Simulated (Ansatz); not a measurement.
## ZnSe, response to strain

Take ZnSe in the zinc blende structure (space group F-43m, No. 216; a = 5.7330 Å) as the base.

Strains are applied to the cell and any free atomic positions relax.

Computed with PBE (Ansatz, an electronic-structure program), spin-orbit coupling left out.

| case | electron mass | band gap | pressure |
|---|---|---|---|
| base | 0.090 mₑ (at Γ) | 1.15 eV | 0.00 GPa |
| isotropic strain −2.50 % | 0.10 mₑ (at Γ) | 1.46 eV | 5.11 GPa |
| isotropic strain −2.00 % | 0.10 mₑ (at Γ) | ? | ? |
| isotropic strain −1.50 % | 0.098 mₑ (at Γ) | 1.33 eV | 2.84 GPa |
| isotropic strain −1.00 % | 0.095 mₑ (at Γ) | 1.27 eV | 1.82 GPa |
| isotropic strain −0.50 % | 0.093 mₑ (at Γ) | 1.21 eV | 0.88 GPa |
| isotropic strain +0.50 % | 0.087 mₑ (at Γ) | 1.09 eV | -0.82 GPa |
| isotropic strain +2.00 % | 0.077 mₑ (at Γ) | 0.93 eV | -2.94 GPa |
| isotropic strain +2.50 % | 0.074 mₑ (at Γ) | 0.87 eV | -3.55 GPa |
| isotropic strain +3.00 % | 0.071 mₑ (at Γ) | 0.82 eV | -4.11 GPa |

### Question
What belongs in the blanks?

### Answer

- isotropic strain −2.00 %, band gap: 1.39 eV
- isotropic strain −2.00 %, pressure: 3.93 GPa

Masses are band curvatures over ±0.01 Å⁻¹ around the edge. Whether these cells are dynamically stable was not tested.
